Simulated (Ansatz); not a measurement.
Nb2C: response to strain

Consider Nb₂C (space group Pnma, No. 62; a = 10.8680 Å, b = 3.0737 Å, c = 4.9473 Å; a cell from a computed database, its experimental status unchecked). Axes: x, y, z lie along a, b, c of the conventional cell.

Strains are applied to the cell and any free atomic positions relax; under stress the whole cell relaxes.

Level of theory: PBEsol (Ansatz, a program for electronic structure; PAW; 420 eV plane waves; no SOC).

Notes on the quantities. energy relative to the base: free energy F.

```json
[
 {"change": "base", "volume per atom": "13.77 Å³", "space group": "Pnma (No. 62)", "energy relative to the base": "0 meV/atom"},
 {"change": "isotropic strain −2.62 %", "volume per atom": "12.72 Å³", "space group": "Pnma (No. 62)", "energy relative to the base": "…"},
 {"change": "tensor shear ε_xz = +1.60 %", "volume per atom": "13.77 Å³", "space group": "P2_1/m (No. 11)", "energy relative to the base": "…"},
 {"change": "uniaxial stress, 1 GPa compression along z", "volume per atom": "13.75 Å³", "space group": "Pnma (No. 62)", "energy relative to the base": "+0.1 meV/atom"}
]
```

### Question
What belongs in the blanks?

### Answer

- isotropic strain −2.62 %, energy relative to the base: +69 meV/atom
- tensor shear ε_xz = +1.60 %, energy relative to the base: +5.8 meV/atom

Without a gap, meshes like the base's 4×12×8 leave anisotropic stresses uncertain by several tenths of a GPa, and small strain energies with them. Stability under load was not tested beyond the relaxation. The final runs are not spin-polarised.
